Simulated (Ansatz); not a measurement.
Antifluorite K₂S, treated with PBEsol (Ansatz, a first-principles code, PAW).

Settings: plane-wave cutoff 500 eV, 10×10×10 k mesh, Fermi–Dirac smearing 0.05 eV, scalar-relativistic PAW data made under PBE.

Cell (relaxed at this level):

```
CELL_PARAMETERS angstrom
      0.00000     3.66740     3.66740
      3.66740     0.00000     3.66740
      3.66740     3.66740     0.00000
ATOMIC_POSITIONS crystal
  K  0.75000 0.75000 0.75000
  K  0.25000 0.25000 0.25000
  S  0.00000 0.00000 0.00000
```

Question: Give the computed band gap.

Answer: 
- band gap: 2.35 eV (on the SCF k mesh)
